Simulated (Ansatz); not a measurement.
Functionals compared on H on the 1x1 (111) surface of fcc Rh, one in a 2x2 cell, started at the site 'hollow Rh-Rh-Rh over Rh at depth 2.2 Å', in Ansatz (plane waves, PAW). The structure was relaxed with PBE; the other rows are single points on it, each with its references at the same level. Cutoff 420 eV (500 eV for r2SCAN).

Slab: 17 atoms, 6.5 Å thick at the start under the adsorbate (thin: gaps and levels are the slab's own); k 6x6x1, smearing 0.1 eV, dipole-corrected; 8 atoms held, the rest relaxed; symmetry of the start imposed; no spin, no spin-orbit, no U, no dispersion correction. At the end it is bonded to 3 Rh. In PBE it is, or lies within 0.03 eV of, the lowest of the starts that converged. These notes are the PBE run's. Adsorption energies are against ½ H2(g). A negative adsorption energy means that the adsorbate is more stable on the surface than in its reference.

```json
[
 {"functional": "PBE", "adsorption energy (eV)": "-0.52", "work function of the top face (eV)": "5.21", "change of the work function (eV)": "0.06", "rough cost of the single point": "–"},
 {"functional": "RPBE", "adsorption energy (eV)": "-0.35", "work function of the top face (eV)": "5.04", "change of the work function (eV)": "0.08", "rough cost of the single point": "very roughly 50 core-seconds"},
 {"functional": "r2SCAN", "adsorption energy (eV)": "[?]", "work function of the top face (eV)": "[?]", "change of the work function (eV)": "[?]", "rough cost of the single point": "roughly 110 core-seconds"}
]
```

Task: What belongs in the gaps?

Result: 
- r2SCAN, adsorption energy (eV): -0.57
- r2SCAN, work function of the top face (eV): 5.22
- r2SCAN, change of the work function (eV): 0.09

Ansatz is a program for electronic structure.
